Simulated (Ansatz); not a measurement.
**Amorphous Al28O45Ga2**

A CHGNet melt-quench gave the starting glass, which DFT then relaxed. O atoms were pushed apart under 1.9 Å during the dynamics, to hinder bonds among them. The hot cell started wider than the set density and was brought back towards it in steps. It is the lowest in DFT energy of 2 quenches. It is a model cell: composition and starting density were chosen by hand, and all elements were melted together. No dispersion term was used.

Methods: PBE, scalar-relativistic without spin-orbit coupling (Ansatz, a quantum-chemistry and plane-wave program); r2SCAN, scalar-relativistic without spin-orbit coupling (Ansatz); HSE06, scalar-relativistic without spin-orbit coupling (Ansatz). Geometry, pressure, stress and energy are those of the PBE run. Its sampling: a 2×2×2 Γ-centred mesh; Fermi-Dirac width 0.02 eV; no spin polarisation. Other functionals are single points at the zone centre (r2SCAN at 500 eV; exact exchange cut at the cell's faces), free to take moments where seeds were set. At PBE the levels at the filled edge of the gap are localised (band-tail or defect states), and the nearest spread-out levels lie 3.7 eV apart at the zone centre.

```yaml
number_of_atoms_in_the_cell: 75
Density (held, not predicted): 3.25 g/cm³
volume_per_atom: 10.99 Å³
Pressure on a 2×2×2 Γ-centred mesh: 1.02 GPa
Largest force and stress component on that mesh (the relaxation ran on the zone centre alone): 0.03 eV/Å and 3.2 GPa
Energy relative to corundum + beta Ga2O3 (lowest mix at this level among the phases computed, not always the ambient ones): 0.162 eV/atom
Level gap on a 2×2×2 Γ-centred mesh (PBE): 3.17 eV
Level gap at the zone centre (PBE): 3.23 eV
Level gap at the zone centre (r2SCAN): 3.84 eV
Level gap at the zone centre (HSE06): 4.93 eV
```

Bonds are counted up to Al-Al 2.66 Å, Al-O 2.36 Å, Al-Ga 2.67 Å, O-O 1.58 Å, O-Ga 2.26 Å, Ga-Ga 2.68 Å. Two cations that share two anions don't count as bonded, nor two that share one unless they lie closer than Al-Al 2.59 Å, Al-Ga 2.60 Å, Ga-Ga 2.61 Å.

The mean coordination of Al by anions is 4.71 (9 with 4, 18 with 5, 1 with 6) and the mean coordination of O is 3.13 (39 with 3, 6 with 4). The mean coordination of Ga by anions is 4.50 (1 with 4, 1 with 5) and the mean Al-O bond is 1.863 Å (spread 0.106 Å, 132 counted). The mean O-Ga bond is 1.908 Å (spread 0.077 Å, 9 counted).

Its density started from a set value of 3.25 g/cm³. The quench (nominally 280 K/ps over its main leg) was far faster than any real one, so the model tends to hold more defects than a real film. Values belong to this one cell and scatter from quench to quench. The volume was held where the preparation left it, at a PBE pressure of 1.0 GPa. Stress components on the final sampling reach 3.2 GPa.
